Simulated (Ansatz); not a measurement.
The parent structure is KTaO3 in the cubic perovskite structure (space group Pm-3m, No. 221; a = 3.985 Å). Axes: x, y, z lie along the cube axes.

The values are results of Ansatz (a program for electronic structure) PBEsol, no spin-orbit coupling, not measurements.

For the base:

Smallest direct gap: 2.75 eV
Pressure: 0.00 GPa

One thing is altered: a pure shear with ε_xy = ε_yx = 0.0033, atoms relaxed at fixed cell.

Estimate the effect on the smallest direct gap.

The smallest direct gap falls by 0.024 eV to 2.72 eV.

What does the calculation give for the pressure after the change?

The pressure (mean of the normal stresses, compression positive) is still 0.00 GPa.

With Ta present, leaving out spin-orbit coupling can change the band edges. The cells carry an imposed strain or load. Whether these cells are dynamically stable was not tested.
